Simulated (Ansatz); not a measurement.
Data:

```
CELL_PARAMETERS angstrom
      5.87207     0.01938     0.00000
      0.01938     5.87207     0.00000
      0.00000     0.00000     5.87207
ATOMIC_POSITIONS crystal
  Cs 0.00000 0.00000 0.00000
  Pb 0.50000 0.50000 0.50000
  Br 0.50000 0.00000 0.50000
  Br 0.00000 0.50000 0.50000
  Br 0.50000 0.50000 0.00000
```

No spin polarisation.

The values are results of Ansatz (an electronic-structure program), PBEsol, PAW, cutoff 420 eV, no spin-orbit coupling, not measurements. Settings: 6×6×6 k-points, 0.05 eV Fermi–Dirac smearing.

### Question
Predict the band gap and gap character.

### Answer
Band gap: 1.42 eV
Gap character: direct at T

With Pb present, leaving out spin-orbit coupling can change the band edges. The cells carry an imposed strain or load. Stability against distortions was not tested. The cell was made from CsPbBr₃ in the cubic perovskite structure (space group Pm-3m, No. 221) by this change: tensor shear ε_xy = +0.33 %. Many cubic perovskites are stable only at high temperature; tilts and polar distortions were not tested. This is not the structure that CsPbBr3 has at room temperature and ambient pressure.
